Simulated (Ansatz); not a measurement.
Data:

```
CELL_PARAMETERS angstrom
      2.52061     0.00000     0.00000
     -1.26030     2.18291     0.00000
      0.00000     0.00000     4.20730
ATOMIC_POSITIONS crystal
  B  0.33333 0.66667 0.00042
  B  0.66667 0.33333 0.50042
  N  0.33333 0.66667 0.37458
  N  0.66667 0.33333 0.87458
```

The numbers are results of r2SCAN, rigid bands (plane waves, PAW, scalar-relativistic; Ansatz, a program for electronic structure), not measurements. Condition of this run: biaxial stress in the c plane of 9 GPa (compression positive) (the target of the relaxation). Cell: cell and atoms relaxed with PBEsol, then loaded as said.

Problem. Predict the hole conductivity mass (n e² τ/σ) at 300 K, by direction if it differs.

Solution. 0.79 (x), 0.79 (y), 1.27 (z) mₑ.

Problem. What conductivity effective mass do dilute electrons have at 300 K?

Solution. 0.49 (x), 0.49 (y), 0.30 (z) mₑ.

Problem. And the band gap?

Solution. 5.66 eV at this level; semilocal functionals usually fall short of the measured gap.

Rigid bands, one relaxation time for all states, no polarons. Spin-orbit coupling is left out. Geometry: cell and atoms relaxed with PBEsol.
